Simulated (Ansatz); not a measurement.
# MnP-type NiSi (1 1 0) on wurtzite AlN (0 0 1) (film strained to the substrate, started from cuts of the bulks and a machine-learned relaxation; slabs Al24N24 and Ni16Si16, which can lie off the formulas)

A periodic stack without vacuum, MnP-type NiSi (1 1 0) on wurtzite AlN (0 0 1) (film strained to the substrate, started from cuts of the bulks and a machine-learned relaxation; slabs Al24N24 and Ni16Si16, which can lie off the formulas): substrate slab Al24N24, film Ni16Si16, surface cells [[-2, 0], [-1, -2]] and [[0, 1], [-1, 0]], film strained by -3.5 and +1.4 %, outermost planes N/Al and Si/Si as cut, which need not be the usual terminations and can put a slab off its formula.

The start was prepared with a machine-learned potential, and the result is one local minimum, with the in-plane cell held and forces under 0.04 eV/Å; the film can end far from its bulk form.

Calculation: PBE (plane waves to 420 eV, PAW; Ansatz, a program for electronic structure). Spin–orbit coupling is left out; the runs are not spin-polarised; PBE gaps are too small against experiment. Its k-point mesh 4×5×1, Fermi–Dirac width 0.05 eV.

| Item | Value |
|---|---|
| interface area | 33.9 Å² |
| period | 27.22 Å |
| heights between the nearest atoms of the two slabs at the two interfaces | 2.01 and 1.60 Å |
| Al–Ni contacts across the interfaces within 1.22 times the sum of covalent radii | 5, mean 2.74 Å |
| Al–Si contacts across the interfaces within 1.22 times the sum of covalent radii | 2, mean 2.59 Å |
| N–Si contacts across the interfaces within 1.22 times the sum of covalent radii | 2, mean 1.81 Å |
| N–Ni contacts across the interfaces within 1.22 times the sum of covalent radii | 2, mean 2.03 Å |
| estimate of the barrier | withheld, since the two interfaces are unlike |
| slope of the mean potential energy in the substrate | -1.3 MV/cm × e |

```xyz
80
Lattice="6.2597 0.0004 -0.0975 0.0000 5.4218 0.0205 -2.1226 -1.9248 27.2449" Properties=species:S:1:pos:R:3 pbc="T T T"
Al     2.8611     1.9172     1.2310
Al    -0.1894     1.9379     1.2096
Al     1.2844     4.6449     1.1666
Al     4.4590     4.5802     1.2637
Al     4.5007     1.0109     3.6910
Al     1.3654     0.9935     3.7221
Al     2.9111     3.7175     3.7424
Al    -0.1930     3.7068     3.7496
N      2.9247     1.9197     3.1329
N     -0.2029     1.8985     3.1542
N      1.3596     4.6175     3.1236
N      4.4666     4.6169     3.1493
N      4.4539     1.0027     0.6757
N      1.3485     1.0286     0.6167
N      2.8676     3.7080     0.5895
N     -0.2866     3.7355     0.7318
Al     2.9662     1.8938     6.2241
Al    -0.1560     1.8964     6.2624
Al     1.3994     4.6077     6.2587
Al     4.5354     4.6049     6.2037
Al     4.5780     0.9871     8.6913
Al     1.4410     0.9800     8.7529
Al     3.0034     3.6957     8.7394
Al    -0.1169     3.6855     8.7820
N      2.9965     1.8889     8.1421
N     -0.1259     1.8866     8.1760
N      1.4323     4.6002     8.1724
N      4.5653     4.5963     8.1272
N      4.5256     0.9973     5.6068
N      1.3969     0.9904     5.6428
N      2.9534     3.7048     5.6499
N     -0.1679     3.7049     5.6753
Al     3.0495     1.8697    11.2235
Al    -0.0763     1.8667    11.3090
Al     1.4640     4.5911    11.2918
Al     4.6304     4.5942    11.1872
Al     4.6354     0.9403    13.7558
Al     1.5695     0.9658    13.8643
Al     3.0965     3.7108    13.6541
Al    -0.0759     3.6365    13.8850
N      3.0817     1.8778    13.1443
N     -0.0359     1.8287    13.2425
N      1.4773    -0.8410    13.2170
N      4.6766    -0.8247    13.0502
N      4.6103     0.9855    10.6030
N      1.4725     0.9692    10.6701
N      3.0302     3.6925    10.6663
N     -0.0824     3.6701    10.6951
Ni    -0.1139     2.8190    16.2886
Ni     3.9034     2.1710    17.5825
Ni     3.1706     0.2060    15.9963
Ni     0.8622    -0.5577    17.4417
Si    -0.9122     0.6566    16.5806
Si     3.1017    -1.0346    17.9512
Si     4.1624     3.6405    15.8461
Si     1.6378     1.5679    16.7543
Ni     1.6617     2.8086    18.8196
Ni    -0.4625     2.1241    20.4004
Ni    -1.3651     0.1498    18.9424
Ni     2.7207    -0.5728    20.2699
Si     0.9607     0.6465    19.3657
Si    -1.2241    -1.1026    20.8775
Si    -0.6082     3.4171    18.4920
Si     3.4269     1.6283    19.8076
Ni     3.5938     2.8209    21.7557
Ni     1.3792     2.1584    23.1019
Ni     0.5750     0.0922    21.7298
Ni    -1.6106    -0.6416    23.2063
Si     2.8707     0.6268    22.2632
Si     0.6536    -1.1424    23.7070
Si     1.2951     3.3525    21.1898
Si    -0.8992     1.5478    22.6788
Ni    -0.7525     2.6805    24.6052
Ni     3.2867     2.1635    25.9462
Ni     2.2644     0.2387    24.5860
Ni    -0.1685    -0.8515    25.9335
Si    -1.6291     0.6599    25.0942
Si     2.0973    -1.2596    26.1989
Si     3.1736     3.3376    24.0642
Si     0.9498     1.8621    26.0041
```
